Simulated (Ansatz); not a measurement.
Base system: BaTiO₃ (space group P4mm, No. 99; a = 3.972 Å, c = 4.113 Å).

The values are results of DFT with r2SCAN, PAW potentials and a 500 eV plane-wave cutoff in Ansatz (a quantum-chemistry and plane-wave program), no spin-orbit coupling, not measurements.

One change was made to it. Results:

The c/a ratio increases by 0.007 to 1.042; the smallest direct gap increases by 0.03 eV to 2.73 eV; the volume per atom increases by 0.12 Å³, from 12.98 Å³ to 13.10 Å³.

Which of these changes matches the shifts?
A. pressure −2 GPa
B. pressure −1 GPa
C. pressure 9 GPa

B, pressure −1 GPa. For comparison, the volume per atom in the other runs: pressure 9 GPa gives 12.22 Å³; pressure −2 GPa gives 13.23 Å³.

Load acts through the strain it causes; cell and atoms are relaxed under it. Stability against distortions was not tested. Competing high-pressure phases were not computed. All final runs are without spin polarisation.
